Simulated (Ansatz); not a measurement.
Candidates (primitive cells; geometry: relaxed with this functional, without spin-orbit coupling):
A. IrGa (Pm-3m), a = b = c = 3.020 Å, α = β = γ = 90.00°
B. MgLa (Pm-3m), a = 3.9088 Å, b = 3.9088 Å, c = 3.9088 Å, α = 90.00°, β = 90.00°, γ = 90.00°
C. HfTc (Pm-3m), a = b = c = 3.2271 Å, α = β = γ = 90.00°
D. LuAu (Pm-3m), a = b = c = 3.4788 Å, α = β = γ = 90.00°
E. TiOs (Pm-3m), a = 3.0614 Å, b = 3.0614 Å, c = 3.0614 Å, α = 90.00°, β = 90.00°, γ = 90.00°

Task: Order them by mean free path at 300 K (highest first) at the level PBEsol, DFPT electron-phonon coupling, linearised Boltzmann equation in Ansatz (a first-principles code).

Result: E (56 nm), A (21 nm), C (11.2 nm), D (6.4 nm), B (3.8 nm)

Metals; harmonic phonons alone scatter; means over directions. The mean free path is weighted by the current that each state carries. Halving the electron mesh moves these values by up to 5 %; q meshes are mostly untested. Some of the runs warned that the eigensolver left states short of its tolerance. Spin-orbit coupling is left out.

Formula and space group known from diffraction (Crystallography Open Database), not checked to be the room-temperature form: HfTc (Pm-3m), IrGa (Pm-3m), LuAu (Pm-3m), MgLa (Pm-3m), TiOs (Pm-3m). The missing spin-orbit coupling matters most for HfTc (Pm-3m), IrGa (Pm-3m), LuAu (Pm-3m), TiOs (Pm-3m).
